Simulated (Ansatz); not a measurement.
Ta2B2Ge (model structure, started from the Ti2InB2 type, P-6m2, No. 187, 5 atoms in the cell), treated with LDA (Ansatz, a program for electronic structure, PAW).

Run with plane-wave cutoff 520 eV, 24×24×8 k mesh (along the axes of the cell as run), Fermi–Dirac smearing 0.05 eV, scalar-relativistic PAW data made under PBE.

Cell (relaxed at this level):

Space group P-6m2 (No. 187); a = 3.135 Å, b = 3.135 Å, c = 6.941 Å, α = 90.00°, β = 90.00°, γ = 120.00°

```json
[
 {"atom": "Ta", "site": "2h", "symmetry": "3m.", "x": "0.3333", "y": "0.6667", "z": "0.2787"},
 {"atom": "Ge", "site": "1a", "symmetry": "-6m2", "x": "0.0000", "y": "0.0000", "z": "0.0000"},
 {"atom": "B", "site": "1b", "symmetry": "-6m2", "x": "0.0000", "y": "0.0000", "z": "0.5000"},
 {"atom": "B", "site": "1f", "symmetry": "-6m2", "x": "0.6667", "y": "0.3333", "z": "0.5000"}
]
```

Q: Give the computed bulk modulus B0.

A: 
* **bulk modulus B0**: 252 GPa

The run finds no gap.

Note: the bulk modulus is −V dP/dV from two relaxed cells at ±2 % in volume; the relaxation could raise the start's symmetry but not lower it, so the cell can be a saddle point.

Spin–orbit coupling is not included; it can open a gap where bands touch, and shift volumes and moduli.

Computed values are for the static lattice.

Cost on a shared machine: roughly 5 core-minutes.

A model structure was made by putting elements into a prototype or built by hand; it is no filed structure, need not be a known phase, and can be a saddle point held by its symmetry.
